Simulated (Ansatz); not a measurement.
# Converging the plane-wave cutoff: ScAl (P4mm, 2 atoms in the cell)

```
ScAl
1.0
    3.38046     0.00000     0.00000
    0.00000     3.38046     0.00000
    0.00000     0.00000     3.38046
Sc Al
1 1
Direct
  0.50000   0.50000   0.51479
  0.00000   0.00000   0.00000
```

Method of the run: PBEsol, default PAW files made with PBE (plane waves; Ansatz, an electronic-structure program).

Base settings: basis.ecutwfc = 420 eV; kpoints.mp_grid.grid = 10 10 10; hamiltonian.xc = pbesol; hamiltonian.pseudopotentials = {kind: paw} (the program's default PAW files); scf.occupations.method = fermi_dirac; scf.occupations.width = 0.1 eV.

The second cell is the first with its lattice scaled by 0.98.

The mesh stays at the base's, so the ladder's end is converged at best in this setting alone.

The first pressure column holds Ansatz's estimate of the finite-basis (Pulay) stress, which hides part of the cutoff error; the other is without it.

Only quantities that move along the ladder and can be compared are tabulated.

The count of work is k-points × plane waves × bands × iterations; it is no time. 

The starting cell comes from a database of computed structures (which also holds hypothetical and non-ambient phases and stackings), without a prior relaxation at this level. Its lattice was rescaled by up to half a per cent. One atom was moved a little off its site on purpose.

```csv
basis.ecutwfc,free energy less the last step's (meV/atom),energy of the compressed cell less the first (meV/atom),pressure (GPa),pressure without the Pulay estimate (GPa),largest difference of a force vector from the last step's (eV/Å),count of work / last
145 eV,8420.43,-1.98,-0.24,-215.26,0.089,0.081
170 eV,3780.61,8.07,-3.10,-117.80,0.024,0.075
190 eV,1951.65,-14.31,0.42,-70.48,0.026,0.10
210 eV,965.17,4.83,-1.52,-40.77,0.028,0.090
230 eV,470.11,9.10,-1.01,-23.42,0.003,0.11
250 eV,216.03,9.56,-1.26,-13.19,0.016,0.12
295 eV,36.91,0.84,-2.22,-4.58,0.002,0.16
335 eV,7.81,0.43,-2.29,-2.82,0.000,0.21
380 eV,1.85,0.24,-2.31,-2.41,0.000,0.26
420 eV,0.68,0.27,-2.30,-2.34,0.000,0.31
460 eV,0.39,0.26,-2.31,-2.31,0.000,0.35
505 eV,0.33,0.26,-2.31,-2.31,0.000,0.36
565 eV,0.26,0.26,-2.31,-2.31,0.000,0.50
630 eV,0.17,0.25,-2.31,-2.31,0.000,0.48
735 eV,0.12,0.25,-2.31,-2.31,0.000,0.62
840 eV,0.05,0.25,-2.31,-2.31,0.000,0.75
1010 eV,0.00,0.25,-2.31,-2.31,0.000,1.0
```

Coarsest basis.ecutwfc that holds the energy of the compressed cell less the first within 0.5 meV/atom of the last step, with all finer ones: 335 eV, at 0.21 of the last step's count of work; the step before is off by 0.59 meV/atom.

Coarsest basis.ecutwfc that holds the free energy within 5 meV/atom of the last step, with all finer ones: 380 eV, at 0.26 of the last step's count of work; the step before is off by 7.8 meV/atom.

Coarsest basis.ecutwfc that holds the forces within 0.02 eV/Å of the last step, with all finer ones: 230 eV, at 0.11 of the last step's count of work; the step before is off by 0.028 eV/Å.

The energy difference between the two cells stays within 1 meV/atom of the last step's from 295 eV on, the total only from 420 eV on: much of the error is common to both cells and cancels.

Two neighbours can agree and both be off: 230 eV and 250 eV differ by 0.46 meV/atom in the energy of the compressed cell less the first, yet lie about 9.3 meV/atom from the last step.

At the lowest cutoff the pressure without the Pulay estimate lies 213 GPa under the last step's, the usual sign of Pulay stress in an incomplete plane-wave basis.

Keys are those of Ansatz 0.2.
